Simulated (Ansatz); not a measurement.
Ansatz (a quantum-chemistry and plane-wave program), DFT, HSE06, plane waves, its default PAW files: diamond-structure Si, atoms displaced (Si64), 64 atoms. Basis and mesh were picked for this test and aren't claimed converged.

```yaml
cell: 10.86, 10.86, 10.86 Å; 90, 90, 90°
distance_to_the_nearest_atom: 2.25 to 2.37 Å
task: single point
k mesh: 1×1×1
hamiltonian.xc: hse06
kind_of_files: paw
scf.occupations.method: fixed
output.forces: true
memory maximum (--max-ram): 600GiB
accuracy: medium (default)
basis.precision: auto (default)
basis.xc_grid: 2 (default)
scf.eigensolver.kind: auto (default)
scf.mixing.algorithm: auto (default)
scf.mixing.preconditioner: auto (default)
scf.convergence.dr2_threshold: 1e-07 (default)
scf.lower_state_search: light (default)
k-points after symmetry: 1
bands_at_the_start: 192
electrons: 256
plane waves at Γ: 25173
cutoff (eV): 420
FFT grid: 75×75×75
symmetry_operations: 1
```

Machine: one whole node with four NVIDIA GB200 cards and two Grace (Neoverse V2) sockets of 72 cores, of which 136 in all may be used; each card has its host threads on the socket beside it.

Times are medians of repeated runs, from launch to exit, start-up of the cards included. No other job ran on the node; its own services took about 4 cores, and under one core (or 1.5 %) of those that a run was pinned to. Processes are pinned to neighbouring cores unless said otherwise. Build: release build for Arm (Neoverse V2), with CUDA, one process with threads. Other compilers and libraries give other times. Scratch files lie in a memory file system.

Started as
```bash
OMP_NUM_THREADS=32 ANSATZ_TIMINGS=1 ansatz run --backend cuda --devices 1 --threads 32 --max-ram 600GiB --events-out run.ndjson --runs-dir run.runs --progress --plain run.yaml
```
(1 card, 32 host threads, output.stress = false (default)) it takes 2.4 s and 19 SCF iterations (all cycles of the run, searches included).

Question: Estimate the wall time with output.stress = true.

Answer: About 4.0 s (3 runs within 1 %): 1.6× as long. Applications of H to a band go from 15732 to 15864. The change alters what is computed, so the results aren't set side by side.

Keys are those of Ansatz 0.2.
